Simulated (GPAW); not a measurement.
Band structure of GaIr (Pm-3m, 2 atoms in the cell).

```xyz
2
Lattice="3.0285 0.0000 0.0000 0.0000 3.0285 0.0000 0.0000 0.0000 3.0285" Properties=species:S:1:pos:R:3 pbc="T T T"
Ga     0.0000     0.0000     0.0000
Ir     1.5143     1.5143     1.5143
```

Level of theory: PBEsol, GPAW PAW datasets PBEsol (made by gpaw-setup) (plane waves; GPAW).

Settings: mode = pw; ecut = 550 eV; xc = PBEsol; kpts = 9 9 9; mesh shift (steps) = 0 0 0; occupations.name = methfessel-paxton; occupations.width = 0.1 eV; occupations.order = 0; nbands = -10; convergence.density = 1e-05 e/electron; convergence.energy = 1e-05 eV/electron; symmetry.symmorphic = false; symmetry.tolerance = 0.0005; maxiter = 150.

The starting cell comes from a database of computed structures (which also holds hypothetical and non-ambient phases and stackings), without a prior relaxation at this level. Spin-orbit coupling is off. Spin polarisation is off.

Levels in eV from the Fermi level, bands 6 to 13:
| point | 6 | 7 | 8 | 9 | 10 | 11 | 12 | 13 |
|---|---|---|---|---|---|---|---|---|
| Γ | -5.14 | -1.40 | -1.40 | -1.40 | 3.84 | 3.84 | 3.84 | 9.25 |
| X | -4.72 | -3.52 | -3.52 | -1.32 | 0.27 | 8.56 | 10.91 | 10.91 |
| M | -3.37 | -3.37 | -2.58 | -2.58 | -0.17 | 2.86 | 3.51 | 8.32 |
| R | -6.54 | -1.63 | -0.06 | -0.06 | 3.49 | 3.49 | 3.49 | 6.35 |

Bands cross the Fermi level along this path, so the cell is metallic at this level.
